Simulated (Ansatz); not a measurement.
Input and output of a self-consistent single point for Cd₃Hg (P-6m2, 4 atoms in the cell) (Ansatz, a program for electronic structure).

Computed with r2SCAN, default PAW files made with PBE (plane waves; Ansatz).

```
CELL_PARAMETERS angstrom
      3.06629     0.00000     0.00000
     -1.53314     2.65549     0.00000
      0.00000     0.00000    11.01589
ATOMIC_POSITIONS crystal
  Cd 0.00000 0.00000 0.00000
  Cd 0.33333 0.66667 0.75479
  Cd 0.33333 0.66667 0.24521
  Hg 0.00000 0.00000 0.50000
```

Reference input (self-consistent single point, DFT, LDA (PW92), plane waves, default PAW files made with PBE): basis.ecutwfc = 420 eV; kpoints.mp_grid.grid = 8 8 2; hamiltonian.xc = lda; hamiltonian.pseudopotentials = {kind: paw} (the program's default PAW files); scf.occupations.method = gaussian; scf.occupations.width = 0.05 eV. This run's input differs from it in these lines:

Ansatz 0.2 input:
```diff
@@ -11,3 +11,3 @@
 basis:
-  ecutwfc: 420.0
+  ecutwfc: 500.0
 kpoints:
@@ -15,3 +15,3 @@
 hamiltonian:
-  xc: lda
+  xc: r2scan
   pseudopotentials: { kind: paw }
```

Log, with long lists cut:

```
SCF iter   1: F=—  HF=-38632.217074 eV  |F-HF|=—  |Δ(HF+E_count)|=         —  Δρ=6.93e-3  dr2=6.54e-2  dr2_τ=2.30e-2  ethr=1.77e-3  ⟨swp⟩=7.2  Hψ=3487  notcnv=0  defer=7
all-band conjugate gradients solve this SCF's bands
preconditioner: auto → Kerker (q_TF=auto, 2.677 Å⁻¹)
SCF iter   2: F=—  HF=-38632.222435 eV  |F-HF|=—  |Δ(HF+E_count)|=   5.36e-3  Δρ=4.02e-3  dr2=3.18e-2  dr2_τ=1.15e-3  ethr=8.17e-5  ⟨swp⟩=2.0  Hψ=1234  notcnv=0  defer=59
   [... lines left out ...]
SCF iter   6: F=—  HF=-38632.220629 eV  |F-HF|=—  |Δ(HF+E_count)|=   7.56e-6  Δρ=5.99e-5  dr2=3.63e-6  dr2_τ=9.94e-8  ethr=3.03e-8  ⟨swp⟩=2.0  Hψ=1398  notcnv=0  defer=57
SCF iter   7: F=—  HF=-38632.220632 eV  |F-HF|=—  |Δ(HF+E_count)|=   3.13e-6  Δρ=2.25e-5  dr2=4.98e-7  dr2_τ=1.78e-8  ethr=4.54e-9  ⟨swp⟩=2.0  Hψ=1385  notcnv=0  defer=57
SCF iter   8: F=-38632.220632 eV  HF=-38632.220632 eV  |F-HF|=2.82e-8  |Δ(HF+E_count)|=   4.80e-7  Δρ=6.58e-6  dr2=9.39e-8  dr2_τ=2.17e-9  ethr=1.25e-10  ⟨swp⟩=9.3  Hψ=4268  notcnv=0
SCF 1 converged in 8 iterations: F = -38632.220632 eV  dr2 = 9.39e-8
Free energy (F): -38632.220632 eV
Internal energy: -38632.217780 eV  (E = F + TS)
E sigma→0 (E₀):  -38632.219206 eV
Entropy (-TS):   -0.002853 eV (-0.713 meV/atom)
Fermi energy:    14.353798 eV
--- Forces (eV/Å), atoms counted from 1 ---
  atom   1  Cd     0.00000000     0.00000000     0.00000000
  atom   2  Cd    -0.00000000    -0.00000000    -0.00363635
  atom   3  Cd    -0.00000000    -0.00000000     0.00363635
  atom   4  Hg     0.00000000     0.00000000     0.00000000
--- Stress (GPa, compression-positive) ---
       -0.653311       0.000000       0.000000
        0.000000      -0.653311       0.000000
        0.000000       0.000000      -0.085108
  P = ⅓ Tr σ = -0.4639 GPa (-4.639 kbar)
  The stress holds the Pulay correction. Without it, at fixed plane waves, as pw.x and ABINIT print it: P = -0.5591 GPa
```

The run converged in 8 iterations. Against the reference run the pressure goes from -5.24 to -0.46 GPa and the largest force goes from 0.008 to 0.004 eV/Å.

The starting cell comes from a database of computed structures (which also holds hypothetical and non-ambient phases and stackings), without a prior relaxation at this level. Ansatz's pressure includes its estimate of the finite-basis (Pulay) stress.
